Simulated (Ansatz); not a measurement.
The starting structures come from a database of crystals and need not be the phases stable at ambient conditions.

 Where the default PAW files enter, the runs use the earlier of Ansatz's two default sets.

Inside the gap of an insulator the Bloch states are evanescent, with a wavenumber k + iκ along the transport direction.

Given:

```
IrP2
1.0
    5.77234     0.00000     0.00000
    2.12850     5.47314     0.00000
    0.00000     0.00000     5.80673
P Ir
8 4
Direct
  0.84199   0.87029   0.88188
  0.15801   0.12971   0.11812
  0.15801   0.62971   0.38188
  0.84199   0.37029   0.61812
  0.66568   0.18855   0.37721
  0.33432   0.81145   0.62279
  0.33432   0.31145   0.87721
  0.66568   0.68855   0.12279
  0.72813   0.79158   0.49883
  0.27187   0.20842   0.50117
  0.27187   0.70842   0.99883
  0.72813   0.29158   0.00117
```

Space group of this cell: P2_1/c. The cell is taken as given.

Transport runs along the normal of the first two printed cell vectors.

The gap is the functional's own, uncorrected, and κ follows it; spin-orbit coupling is left out. Mid-gap values are interpolated between the computed energies.

Compute, with r2SCAN run with Ansatz (an electronic-structure program), the band gap and the smallest decay constant κ at mid-gap.

Gap 0.72 eV on a 6×6×6 mesh; κ = 0.144 1/Å, at (0.333, 0.500) of the in-plane reciprocal vectors. At the zone centre, at the nearest computed energy, the slowest state has κ = 0.22 1/Å.
